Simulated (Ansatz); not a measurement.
Bi2Te3 (model structure, started from the A-La2O3 type, P-3m1, No. 164, 5 atoms in the cell) was calculated with G0W0@PBEsol (Ansatz, a first-principles code, plane waves, hard PAW, contour deformation).

The same calculation (at the PBEsol cell, 34.686 Å³/atom) with different numerical settings; throughout: k mesh 3×3×1:

```
run  response cutoff (eV)  empty bands  quasiparticle gap on the mesh (eV)  quasiparticle gap at Γ (eV)   rough time
---  --------------------  -----------  ----------------------------------  ---------------------------  -----------
1                      70          424                               0.696                        0.696    80 core-s
2                     105          778                               0.722                        0.722   4 core-min
3                     140         1198                               0.738                        0.738   9 core-min
4                     175         1675                               0.746                        0.746  30 core-min
5                     210         2202                               0.752                        0.752  50 core-min
6                     280         3390                               0.756                        0.756  80 core-min
```

In the column quasiparticle gap on the mesh (eV) the first row differs from the last by -0.060 and the next to last by -0.004.

The last row is no converged limit: other settings stay fixed.

Spin–orbit coupling is not included.

Note: filled d or f shells below the valence bands can shift G0W0 gaps through exchange with them, which wasn't tested here.

A model structure was made by putting elements into a prototype or built by hand; it is no filed structure, need not be a known phase, and can be a saddle point held by its symmetry.
